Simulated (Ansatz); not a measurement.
The parent structure is Au in the fcc (Cu type) structure (space group Fm-3m, No. 225; a = 4.1245 Å; relaxed with 0.1 eV smearing).

Level of theory: r2SCAN (Ansatz, a quantum-chemistry and plane-wave program, PAW, no SOC).

Before the change:

```
Property    Value
--------  -------
Pressure  0.0 GPa
```

The change: an isotropic linear strain of −0.50 %, atoms relaxed at fixed cell.

### Question
How does this affect the energy relative to the base?

### Answer
The energy rises by 1.9 meV/atom.

### Question
Estimate the effect on the pressure.

### Answer
The pressure goes from zero to 2.4 GPa.

Stability against distortions was not tested.
